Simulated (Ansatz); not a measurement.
A periodic model of amorphous Si₂₂O₃₉F₁₀:

```xyz
71
Lattice="11.3014 -0.4855 0.2544 -0.4855 10.0180 -0.3910 0.2544 -0.3910 11.0727" Properties=species:S:1:pos:R:3 pbc="T T T"
Si    10.8474     3.7492     0.5078
Si     2.0037     1.8109     4.8324
Si     5.7762     0.4756     1.2078
Si     2.3807     7.7491     1.9562
Si     3.8202     4.8978     1.8342
Si     7.3616     2.5819     2.5272
Si     4.3523    -0.2707     4.0092
Si    11.0804     0.9038     7.3600
Si     6.8485     8.6951     9.6056
Si     4.2837     6.5093     7.0301
Si     0.1760     4.1843     8.2583
Si    10.8466     6.6016     7.7671
Si     2.2740     8.5785     8.1299
Si    10.6988     5.2278     5.1873
Si     6.6774     5.6759     8.5852
Si     1.6565     2.5198     1.9073
Si     7.8527     4.4615     6.1048
Si     3.0184     0.1406     0.3120
Si    10.7346     6.3530     2.2474
Si     2.1112     4.5462     6.0486
Si     9.4629     9.2403     8.2172
Si     6.2557     4.3543     3.5821
O      5.1614     5.5259     7.9907
O     10.6237     5.0904     8.3664
O      9.3962     4.3437     5.6140
O      3.1092     8.3360     3.2893
O      2.8926     6.2219     1.7195
O      4.4819     0.8615     0.2968
O     10.4534     5.5960     3.6401
O      6.2046     2.6913     3.7333
O      8.7500    -0.5627     9.6917
O      5.2673     0.1014     2.7098
O      1.9956     1.1539     1.0772
O      0.3985     3.2554     1.2032
O      0.8923     1.2621     5.9172
O      0.9607     7.6409     8.0628
O     10.8102     6.5557     6.1319
O     11.3718     0.0871     8.8124
O      0.7692     7.7370     2.1478
O      2.6815     8.7112     0.6760
O     10.8715     5.2807     1.0392
O      6.9176     7.1097     9.2937
O      3.5425     7.5782     7.9988
O      1.6605     4.3863     7.6112
O      2.9297     3.5482     1.9641
O      9.6862     7.6303     8.2333
O     10.7619     2.4742     7.6943
O      6.8027     1.7406     1.2700
O      4.8594     5.0348     3.0962
O      1.2243     2.1398     3.4328
O      3.2653     5.6937     6.0511
O      0.3783     3.8097     9.8175
O      3.2124     0.7968     4.4507
O      7.4080     4.2391     2.3666
O      6.1142     9.2854     0.0778
O      2.2969     9.4607     9.4818
O      6.8385     5.0257     4.9419
O      0.8127     4.9123     5.1111
O      7.7488     5.4700     7.3733
O      9.7090    -0.0258     7.1245
O      2.7060     3.1558     5.4526
F      5.2897     7.2820     6.0794
F      9.5302     7.3292     1.9130
F      9.3473     3.2169     0.4737
F      5.7757     9.3623     8.6351
F      2.2960     9.5802     6.8962
F      7.3924     3.0073     6.5429
F      4.8557     9.5759     4.8333
F      4.6554     4.7883     0.4901
F      6.9174     4.5394     9.6568
F      8.7315     1.9612     3.0290
```

Level of theory: PBE, scalar-relativistic without spin-orbit coupling (plane waves to 420 eV, PAW; Ansatz, a first-principles code).

Preparation: random packing, a CHGNet melt and quench, and a DFT relaxation. O and F atoms were pushed apart under 1.9 Å during the dynamics, to hinder bonds among them. The hot cell started wider than the set density and was brought back towards it in steps. It is the lowest in DFT energy of 2 quenches. It is a model cell: composition and starting density were chosen by hand, and all elements were melted together. No dispersion term was used. Its density started from a set value of 2.15 and ended at 1.90 g/cm³. The quench (nominally 360 K/ps over its main leg) was far faster than any real one, so the model tends to hold more defects than a real film. One small periodic cell is one sample of the glass; other quenches scatter about these values. Volume and shape were free in the relaxation.

Bonds are counted up to Si-Si 2.60 Å, Si-O 1.90 Å, Si-F 1.82 Å, O-O 1.58 Å, O-F 1.48 Å, F-F 1.37 Å. Two cations that share two anions don't count as bonded, nor two that share one unless they lie closer than Si-Si 2.38 Å.

Give the coordination numbers, mean bond lengths and angles.


- Mean coordination of Si by anions: 4.00 (22 with 4)
- Mean coordination of O: 2.00 (39 with 2)
- Mean coordination of F: 1.00 (10 with 1)
- Mean Si-O bond: 1.633 Å (spread 0.017 Å, 78 counted)
- Mean Si-F bond: 1.586 Å (spread 0.005 Å, 10 counted)
- Bond angle at Si: mean 109.4°, spread 4.4°
- Bond angle at O: mean 138.9°, spread 20.4°

List the pairs of like atoms that count as bonded by the rules above.

There are none by these rules.
